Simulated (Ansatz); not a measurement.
Start from TiAl (space group P4/mmm, No. 123; a = 2.8241 Å, c = 4.0748 Å; relaxed with 0.1 eV smearing). Axes: x, y, z lie along a, b, c of the conventional cell.

The values are results of PBE, PAW, 420 eV (Ansatz, a program for electronic structure; no SOC), not measurements.

It is then changed as follows: uniaxial strain ε_zz = −1.00 %, all other strain components held at zero; the atoms relax in the strained cell.

What happens to the stress and energy relative to the base?

The stress (xx, yy, zz, yz, xz, xy; compression positive) comes out as (0.9, 0.9, 1.7, 0.0, 0.0, 0.0) GPa; the energy grows by 0.9 meV/atom.

No phonon test of stability was made. The final runs are not spin-polarised.
